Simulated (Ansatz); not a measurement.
System: WSeS (P-3m1, No. 164, 6 atoms in the cell; start mp-1216174). Method: LDA (Ansatz, a program for electronic structure, plane waves, PAW).

Run with plane-wave cutoff 520 eV, 12×12×4 k mesh (along the axes of the cell as run), Fermi–Dirac smearing 0.01 eV, no spin polarisation, scalar-relativistic PAW data made under PBE.

Cell (relaxed at this level):

Space group P-3m1 (No. 164); a = b = 3.187 Å, c = 12.502 Å, α = β = 90.00°, γ = 120.00°

```csv
atom,site,symmetry,x,y,z
W,2d,3m.,0.3333,0.6667,0.2598
Se,2d,3m.,0.6667,0.3333,0.1237
S,2d,3m.,0.6667,0.3333,0.3820
```

**Question.** Estimate the band gap and direct gap at Γ that the calculation returns.

**Answer.** 
- band gap = 0.70 eV (on the SCF k mesh)
- direct gap at Γ = 2.38 eV

Note: the relaxation could not lower the start's symmetry, so the cell can be a saddle point above a distorted one.

Spin–orbit coupling is not included.

A start named mp-… is a Materials Project structure, which need not be a measured phase.
